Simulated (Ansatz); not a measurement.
# Convergence study of the k-point mesh at a smearing width of 0.02 eV for Be2Ag (R3m, 6 atoms in the cell)

```yaml
crystal:
  lattice:
    - [0.00000, 3.18048, 3.18048]
    - [3.18048, 0.00000, 3.18048]
    - [3.18048, 3.18048, 0.00000]
  atoms:
    - { symbol: Be, position: [0.62500, 0.62500, 0.12500] }
    - { symbol: Be, position: [0.62500, 0.12500, 0.62500] }
    - { symbol: Be, position: [0.62954, 0.62954, 0.62954] }
    - { symbol: Be, position: [0.12500, 0.62500, 0.62500] }
    - { symbol: Ag, position: [0.25000, 0.25000, 0.25000] }
    - { symbol: Ag, position: [0.00000, 0.00000, 0.00000] }
```

Computed with LDA (PW92), default PAW files made with PBE (plane waves; Ansatz, an electronic-structure program).

Base settings: basis.ecutwfc = 420 eV; kpoints.mp_grid.grid = 9 9 9; hamiltonian.xc = lda; hamiltonian.pseudopotentials = {kind: paw} (the program's default PAW files); scf.occupations.method = fermi_dirac; scf.occupations.width = 0.1 eV.

In this ladder: scf.occupations.width = 0.02 eV.

Only quantities that move along the ladder and can be compared are tabulated.

The count of work is k-points × plane waves × bands × iterations; it is no time. 

The starting cell comes from a database of computed structures (which also holds hypothetical and non-ambient phases and stackings), without a prior relaxation at this level. Its lattice was rescaled by up to half a per cent. One atom was moved a little off its site on purpose. In the base run, with a pressure of about -6 GPa the cell is away from its equilibrium volume at this level. Ansatz's pressure includes its estimate of the finite-basis (Pulay) stress.

```tsv
kpoints.mp_grid.grid	free energy less the last step's (meV/atom)	pressure (GPa)	largest difference of a force vector from the last step's (eV/Å)	count of work / last
3 3 3	-20.35	-5.32	0.008	0.0058
4 4 4	8.62	-5.09	0.003	0.013
5 5 5	12.30	-5.55	0.008	0.021
6 6 6	0.48	-5.96	0.004	0.031
7 7 7	4.06	-5.97	0.003	0.049
8 8 8	0.75	-5.68	0.004	0.063
10 10 10	0.61	-5.83	0.000	0.13
12 12 12	-0.57	-5.83	0.001	0.18
14 14 14	-0.38	-5.81	0.001	0.32
21 21 21	0.00	-5.82	0.000	1.0
```

Coarsest kpoints.mp_grid.grid that holds the free energy within 2 meV/atom of the last step, with all finer ones: 8 8 8, at 0.063 of the last step's count of work; the step before is off by 4.1 meV/atom.

Coarsest kpoints.mp_grid.grid that holds the forces within 0.005 eV/Å of the last step, with all finer ones: 6 6 6, at 0.031 of the last step's count of work; the step before is off by 0.008 eV/Å.

Coarsest kpoints.mp_grid.grid that holds the pressure within 0.1 GPa of the last step, with all finer ones: 10 10 10, at 0.13 of the last step's count of work; the step before is off by 0.15 GPa.

Keys are those of Ansatz 0.2.
